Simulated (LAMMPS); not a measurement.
An MD run on Cu (fcc), 256 atoms, at 1220 K and 0 GPa, heated as the crystal.

Level of theory: classical MD, pair style bop, file AlCu.bop.table (LAMMPS).

Starting crystal:

```cif
data_Cu4
_chemical_formula_sum 'Cu4'
_space_group_name_H-M_alt 'Fm-3m'
_space_group_IT_number 225
_space_group_name_Hall '-F 4 2 3'
_cell_length_a 3.61000
_cell_length_b 3.61000
_cell_length_c 3.61000
_cell_angle_alpha 90.000
_cell_angle_beta 90.000
_cell_angle_gamma 90.000
loop_
_atom_site_label
_atom_site_type_symbol
_atom_site_symmetry_multiplicity
_atom_site_Wyckoff_symbol
_atom_site_fract_x
_atom_site_fract_y
_atom_site_fract_z
_atom_site_occupancy
Cu1 Cu 4 a 0.00000 0.00000 0.00000 1
```

Problem. Give the volume per atom, the density as this potential yields it.

Solution. volume per atom: 12.060 ± 0.002 Å³; density: 8.750 ± 0.001 g/cm³.
